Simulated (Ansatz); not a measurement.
Start from CsPbBr3 in the cubic perovskite structure (space group Pm-3m, No. 221; a = 5.872 Å). Axes: x, y, z lie along the cube axes.

The values are results of Ansatz (a first-principles code) PBEsol, without spin-orbit coupling, not measurements.

Base values:

The pressure comes out as 0.00 GPa. The band gap comes out as 1.43 eV and the hole mass is 0.13 mₑ (at R).

The change: the cell is compressed by 2.40 % along z with no lateral relaxation, atoms relaxed at fixed cell.

Q: Estimate the effect on the pressure.

A: The pressure (mean of the normal stresses, compression positive) goes from zero to 0.59 GPa.

Q: What does the calculation give for the band gap after the change?

A: The band gap drops by 0.17 eV, from 1.43 eV to 1.26 eV.

Q: Estimate the effect on the hole mass.

A: The hole mass becomes 0.11 mₑ along z, 0.13 mₑ across (at R) (base: 0.13 mₑ (at R)).

With Pb present, leaving out spin-orbit coupling can change the band edges. The cells carry an imposed strain or load. Effective masses come from finite differences of ±0.01 Å⁻¹. Whether these cells are dynamically stable was not tested. Many cubic perovskites are stable only at high temperature; tilts and polar distortions were not tested. This is not the structure that CsPbBr3 has at room temperature and ambient pressure.
